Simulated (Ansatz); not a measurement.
## A constructed model of the (111) surface of fcc Pt, a pseudomorphic layer of W in the host's stacking (bottom of the slab: a bare face, its two planes held)

The numbers are results of PBE (plane waves to 420 eV, PAW; Ansatz, a quantum-chemistry and plane-wave program), not measurements.

Slab: 7 atoms, 14.1 Å thick at the start; k 15x15x1, smearing 0.1 eV, dipole-corrected; 2 atoms held, the rest relaxed; symmetry of the start imposed; no spin, no spin-orbit, no U. It is one candidate, not shown to be the stable structure of the face.

| Item | Result |
|---|---|
| work function of the top face | 5.43 eV |
| energy released by relaxation | 0.69 eV |
| cost | around 4 core-minutes (rough) |
